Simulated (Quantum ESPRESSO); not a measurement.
## Several settings converged on NiO (R3m, 4 atoms in the cell)

```
CELL_PARAMETERS angstrom
      4.15910     2.07955     2.07955
      2.07955     4.15910     2.07955
      2.07955     2.07955     4.15910
ATOMIC_POSITIONS crystal
  Ni 0.00347 0.00347 0.00347
  Ni 0.50000 0.50000 0.50000
  O  0.25000 0.25000 0.25000
  O  0.75000 0.75000 0.75000
```
Moments meant for the start (each program seeds them in its own way; μB, in the order of the atoms Ni Ni O O): 2.0 -2.0 0.0 0.0.

Base method: PBEsol, PSlibrary PAW (PBE) pseudopotentials (plane waves; Quantum ESPRESSO).

Base settings: ecutwfc = 55 Ry; ecutrho = 330 Ry; occupations = smearing; smearing = fd; degauss = 0.000734986 Ry; nspin = 2; input_dft = pbesol; K_POINTS = automatic 4 4 4 0 0 0; conv_thr = 1e-10 Ry; mixing_beta = 0.2.

The count of work is k-points × plane waves × bands × iterations; it is no time. Core times come from one kind of shared machine, to one figure; runs under 30 s give none.

**The k-point mesh**

Only quantities that move along the ladder and can be compared are tabulated.

```tsv
K_POINTS	free energy less the last step's (meV/atom)	pressure (GPa)	largest difference of a force vector from the last step's (eV/Å)	gap on the mesh (eV)	count of work / last	core time / last (rough)
automatic 2 2 2 0 0 0	79.00	-6.10	0.100	1.339	0.021	0.06
automatic 4 4 4 0 0 0	10.89	-4.76	0.025	0.762	0.065	0.10
automatic 5 5 5 0 0 0	2.40	-5.27	0.003	0.802	0.10	0.1
automatic 7 7 7 0 0 0	-0.20	-5.28	0.000	0.860	0.22	0.2
automatic 9 9 9 0 0 0	0.07	-5.27	0.000	0.740	0.45	0.5
automatic 10 10 10 0 0 0	-0.01	-5.27	0.000	0.735	0.61	0.6
automatic 12 12 12 0 0 0	0.00	-5.27	0.000	0.741	1.0	1
```

Coarsest K_POINTS that holds the free energy within 0.5 meV/atom of the last step, with all finer ones: automatic 7 7 7 0 0 0, at 0.22 of the last step's count of work and about 0.2 of the last step's time; the step before is off by 2.4 meV/atom.

Coarsest K_POINTS that holds the forces within 0.02 eV/Å of the last step, with all finer ones: automatic 5 5 5 0 0 0, at 0.10 of the last step's count of work and about 0.1 of the last step's time; the step before is off by 0.025 eV/Å.

The gap on the mesh jumps up and down from mesh to mesh; it is no smooth measure of convergence.

**The width of Fermi-Dirac smearing**

The mesh stays at the base's, so the ladder's end is converged at best in this setting alone.

Only quantities that move along the ladder and can be compared are tabulated; the gap is left out on so coarse a mesh.

The magnetic state is not the same in all runs (site moments differ, or a search went on to a lower state), so steps between rows are not convergence errors alone.

```csv
degauss,free energy less the last step's (meV/atom),pressure (GPa),largest difference of a force vector from the last step's (eV/Å),core time / last (rough)
0.073499 Ry,-1318.74,11.17,0.014,1
0.036749 Ry,-308.38,0.41,0.043,2
0.0147 Ry,-14.07,-4.19,0.007,0.9
0.0073499 Ry,-0.52,-4.72,0.001,1
0.00147 Ry,0.00,-4.76,0.000,1
```

Widest degauss that holds the pressure within 1 GPa of the last step, with all finer ones: 0.0147 Ry; the step before is off by 5.2 GPa.

Widest degauss that holds the free energy within 5 meV/atom of the last step, with all finer ones: 0.0073499 Ry; the step before is off by 14 meV/atom.

Widest degauss that holds the forces within 0.005 eV/Å of the last step, with all finer ones: 0.0073499 Ry; the step before is off by 0.007 eV/Å.

On the base run: the starting cell has typed, rounded lattice constants, without a prior relaxation at this level. Its lattice was rescaled by up to half a per cent. One atom was moved a little off its site on purpose. The magnetic order is the one reached from the typed start; others were not searched systematically. In the base run, with a pressure of about -5 GPa the cell is away from its equilibrium volume at this level.
